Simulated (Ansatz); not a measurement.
# BaAg2GeS4: response to strain

Consider BaAg2GeS4 (space group I-42m, No. 121; a = 6.726 Å, c = 8.050 Å). Axes: x, y, z lie along a, b, c of the conventional cell.

Strains are applied to the cell and any free atomic positions relax; under biaxial strain the out-of-plane vector relaxes too.

Method: PBEsol (Ansatz, an electronic-structure program), no spin-orbit coupling.

| biaxial strain, plane normal [001], relaxed out of plane (%) | band gap (eV) |
|---|---|
| -3 | 0.92 |
| -2.25 | 0.79 |
| -1.5 | ? |
| -0.75 | 0.57 |
| 0 | 0.48 |

Question: Fit E_g = E₀ + Dε (ε in %) to the rows shown and predict the withheld row.

Answer: Least squares on the printed values gives E₀ = 0.47 eV, D = -147 meV per % of strain (largest residual 0.01 eV); this predicts 0.69 eV, and the run gives 0.68 eV, in agreement.

Stability against distortions was not tested.
